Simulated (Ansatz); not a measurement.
The starting structures come from a database of crystals and need not be the phases stable at ambient conditions.

 Where the default PAW files enter, the runs use the earlier of Ansatz's two default sets.

Input:

```xyz
4
Lattice="5.4556 0.0000 0.0000 0.0000 5.4666 0.0000 0.0000 2.7333 2.7333" Properties=species:S:1:pos:R:3 pbc="T T T"
Al     2.7278     2.7333     0.0000
Ga     0.0000     0.0000     0.0000
P      4.0896     1.3667     1.3667
P      1.3660     4.1000     1.3667
```

Space group of this cell: P-4m2. The cell is taken as given.

Transport runs along the normal of the first two printed cell vectors, the (110) plane of the conventional cell.

The gap is the functional's own, uncorrected, and κ follows it; spin-orbit coupling is left out. Mid-gap values are interpolated between the computed energies.

Q: Give the band gap and the smallest decay constant κ at mid-gap that PBEsol in Ansatz (an electronic-structure program) yields.

A: Gap 1.49 eV on a 6×12×12 mesh; κ = 0.134 1/Å, at the zone centre.
